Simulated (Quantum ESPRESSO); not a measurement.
Equation of state of zinc-blende CdSe (space group 216): energy against volume (Quantum ESPRESSO, PBE)

```yaml
crystal:
  lattice:
    - [0.00000, 2.97121, 2.97121]
    - [2.97121, 0.00000, 2.97121]
    - [2.97121, 2.97121, 0.00000]
  atoms:
    - { symbol: Cd, position: [0.00000, 0.00000, 0.00000] }
    - { symbol: Se, position: [0.75000, 0.75000, 0.75000] }
```

Level of theory: PBE, PSlibrary PAW (PBE) pseudopotentials (plane waves; Quantum ESPRESSO). Settings: ecutwfc = 58 Ry; ecutrho = 696 Ry; occupations = smearing; smearing = fermi-dirac; degauss = 0.000734986 Ry; potentials = {Cd: Cd.pbe-n-kjpaw_psl.1.0.0.UPF, Se: Se.pbe-n-kjpaw_psl.1.0.0.UPF}; K_POINTS = automatic 9 9 9 0 0 0; conv_thr = 1e-10 Ry. The cell above is the first row's. The rows scale it uniformly. In all rows fractional positions and the k mesh are held. E is the free energy at the stated smearing, counted from the lowest row.

```csv
V (Å^3/atom),E (meV/atom)
26.230,?
26.800,53.63
27.371,34.00
27.941,19.32
28.511,9.06
29.081,2.75
29.651,0.00
30.222,0.43
30.792,3.71
```

### Question
Using the third-order Birch-Murnaghan form, a cubic in V^(-2/3), estimate the missing E at V = 26.230 from the other rows, showing the fit.

### Answer
With u = V^(-2/3) - 0.1066, the rows have u = 0.0050632, 0.0035048, 0.0020022, 0.0005499, -0.0008549, -0.0022144, -0.0035334, -0.0048093. Least squares gives E = 6.171 + 4760.7·u + 896993·u² + 2784331·u³. Residuals (row less fit): -0.002, 0.006, -0.001, -0.001, -0.005, 0.003, 0.004, -0.003; standard error 0.005 (degrees of freedom: 4). Its minimum lies at u = -0.0026873, so V0 = (0.1039127)^(-3/2) = 29.85. There d²E/du² = 1749000 and d³E/du³ = 1.671e7, so B0 = (4/9) × 29.85^(-7/3) × 1749000 × 0.160218 = 45.0 GPa (the last factor turns the table's units into GPa), and B0' = 4 + (2/3) × 0.1039127 × (1.671e7)/1749000 = 4.7. The program's pressures in the fitted runs (not shown) pass through zero at V = 29.79, 0.23 % from this V0. At the withheld row, u = 0.0066751, so E = 6.171 + 4760.7 × 0.0066751 + 896993 × 0.0066751² + 2784331 × 0.0066751³ = 78.745 meV/atom. The calculation gives 78.76 meV/atom, 0.015 meV/atom above the prediction (under 0.05 % of the range of E in the table). The row lies outside the fitted rows, so this is an extrapolation. From the scatter of the fitted rows alone, a prediction at this place has a standard error of 0.014 meV/atom, so the miss is 1.0 times that.

Carrying the step between the two nearest rows on in a straight line would have given 73.23, off by 5.53; series whose last step already gives the withheld value aren't shown. The scan was laid around a cell of about the measured size, scaled by a guess for this functional. This is one of two polymorphs. The runs keep the symmetry of the cell, so they don't test it for distortions. Cutoffs and mesh are single choices, not tested for convergence of this quantity. Series with a scatter that would blur these digits, or in which a gap closes, are not shown. Nor are scans whose minimum lies at an end fitted in this form.
